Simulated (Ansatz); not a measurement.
# A computed series for Be: thickness series

Base system: Be in the hcp (Mg type) structure (space group P6_3/mmc, No. 194; a = 2.2637 Å, c = 3.5639 Å). Axes: x lies along a and z along c of the hexagonal cell.

Free-standing slabs (1 atom(s) a layer) normal to the z axis with 15 Å of vacuum; in-plane cell held at bulk.

Level of theory: plane-wave PAW DFT at the r2SCAN level (Ansatz, an electronic-structure program, 500 eV), no spin-orbit coupling.

Notes on the quantities. excess energy per area of both faces: slab less bulk energy over the cell's area: twice a surface energy; uncertain by up to 0.3 J/m²; layer's space group: with vacuum.

```json
[
 {"case": "base", "excess energy per area of both faces": "–", "shortest interatomic distance": "2.210 Å", "thickness between the outermost nuclei": "–", "layer's space group": "–"},
 {"case": "1 layer", "excess energy per area of both faces": "–", "shortest interatomic distance": "2.264 Å", "thickness between the outermost nuclei": "–", "layer's space group": "P6/mmm (No. 191)"},
 {"case": "2 layers", "excess energy per area of both faces": "?", "shortest interatomic distance": "2.264 Å", "thickness between the outermost nuclei": "1.87 Å", "layer's space group": "P-3m1 (No. 164)"},
 {"case": "3 layers", "excess energy per area of both faces": "3.7 J/m²", "shortest interatomic distance": "2.264 Å", "thickness between the outermost nuclei": "3.70 Å", "layer's space group": "P-6m2 (No. 187)"},
 {"case": "4 layers", "excess energy per area of both faces": "3.7 J/m²", "shortest interatomic distance": "2.238 Å", "thickness between the outermost nuclei": "5.51 Å", "layer's space group": "P-3m1 (No. 164)"},
 {"case": "5 layers", "excess energy per area of both faces": "3.7 J/m²", "shortest interatomic distance": "?", "thickness between the outermost nuclei": "7.30 Å", "layer's space group": "P-6m2 (No. 187)"},
 {"case": "6 layers", "excess energy per area of both faces": "3.7 J/m²", "shortest interatomic distance": "2.229 Å", "thickness between the outermost nuclei": "9.08 Å", "layer's space group": "P-3m1 (No. 164)"},
 {"case": "7 layers", "excess energy per area of both faces": "3.7 J/m²", "shortest interatomic distance": "?", "thickness between the outermost nuclei": "10.88 Å", "layer's space group": "P-6m2 (No. 187)"}
]
```

Fill in the withheld entries from the trend.


- 2 layers, excess energy per area of both faces: 3.6 J/m²
- 5 layers, shortest interatomic distance: 2.235 Å
- 7 layers, shortest interatomic distance: 2.224 Å

The excess energy carries the mismatch between the slab's and the bulk's meshes. Stability against distortions was not tested.
